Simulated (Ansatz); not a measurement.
```
CELL_PARAMETERS angstrom
     24.50000     0.00000     0.00000
      0.00000    14.50000     0.00000
      0.00000     0.00000     5.71232
ATOMIC_POSITIONS crystal
  Se 0.22526 0.38575 0.66208
  Mo 0.24382 0.50000 0.35935
  Se 0.22526 0.61425 0.66208
  Se 0.29754 0.37652 0.15730
  Mo 0.29241 0.50000 0.85153
  Se 0.29754 0.62348 0.15730
  Se 0.36226 0.38919 0.66580
  Mo 0.36326 0.50000 0.32086
  Se 0.36226 0.61081 0.66580
  Se 0.43242 0.38466 0.16584
  Mo 0.43296 0.50000 0.83278
  Se 0.43242 0.61534 0.16584
  Se 0.50000 0.38376 0.66624
  Mo 0.50000 0.50000 0.33439
  Se 0.50000 0.61624 0.66624
  Se 0.56758 0.38466 0.16584
  Mo 0.56704 0.50000 0.83278
  Se 0.56758 0.61534 0.16584
  Se 0.63774 0.38919 0.66580
  Mo 0.63674 0.50000 0.32086
  Se 0.63774 0.61081 0.66580
  Se 0.70246 0.37652 0.15730
  Mo 0.70759 0.50000 0.85153
  Se 0.70246 0.62348 0.15730
  Se 0.77474 0.38575 0.66208
  Mo 0.75618 0.50000 0.35935
  Se 0.77474 0.61425 0.66208
```

Levels: PBE (plane waves to 420 eV, PAW; Ansatz, a quantum-chemistry and plane-wave program); PBE with spin-orbit coupling in Ansatz. Unmarked values and the geometry are of the first. Mesh 1×1×6. No spin polarisation, so a magnetic state wasn't tested. Periodic along z alone, with about 11 Å of vacuum beside it. A model structure. Only distortions within the start's symmetry and period were free. Values not marked SOC lack spin–orbit coupling.

Task: Say what this body is, and give its properties.

Result: Armchair MoSe2 nanoribbon, N = 9, bare edges. A hypothetical model, cut from the flat sheet.
| Property | Value |
|---|---|
| largest distance between nuclei across the axis | 13.86 Å |
| edge energy against the flat MoSe2 sheet, per length of one edge | +0.651 eV/Å |
| PBE gap | 0.41 eV, direct at Γ |
| electron mass along the axis (PBE) | 0.87 mₑ |
| hole mass along the axis (PBE) | 4.4 mₑ |
| PBE+SOC gap at this geometry | 0.40 eV |
